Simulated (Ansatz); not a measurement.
Results of r²SCAN+rVV10 (plane waves, PAW; Ansatz, an electronic-structure program) for WS₂ (within 0.1 Å of P6₃/mmc, No. 194, 12 atoms in the cell; start mp-1028441).

Numerical settings: plane-wave cutoff 560 eV, 12×12×1 k mesh (along the axes of the cell as run), Fermi–Dirac smearing 0.01 eV, no spin polarisation, scalar-relativistic PAW data made under PBE.

Cell (relaxed at this level):

```xyz
12
Lattice="3.1699 0.0000 0.0000 -1.5850 2.7452 0.0000 0.0000 0.0000 24.9933" Properties=species:S:1:pos:R:3 pbc="T T T"
W      1.5850     0.9151     9.3743
W      0.0000     1.8301    15.6190
W      1.5850     0.9151    21.8691
W      0.0000     1.8301     3.1242
S      1.5850     0.9151     1.5615
S      0.0000     1.8301    23.4318
S      1.5850     0.9151    14.0562
S      0.0000     1.8301    10.9371
S      0.0000     1.8301     7.8116
S      1.5850     0.9151    17.1817
S      0.0000     1.8301    20.3063
S      1.5850     0.9151     4.6870
```

Question: Estimate the band gap and Γ–Γ gap that the calculation returns.

Answer: 
* **band gap**: 1.14 eV (on the SCF k mesh)
* **Γ–Γ gap**: 2.43 eV

Spin–orbit coupling is not included.

Computed values are for the static lattice.

The result took roughly 30 core-minutes.

A start named mp-… is a Materials Project structure, which need not be a measured phase.
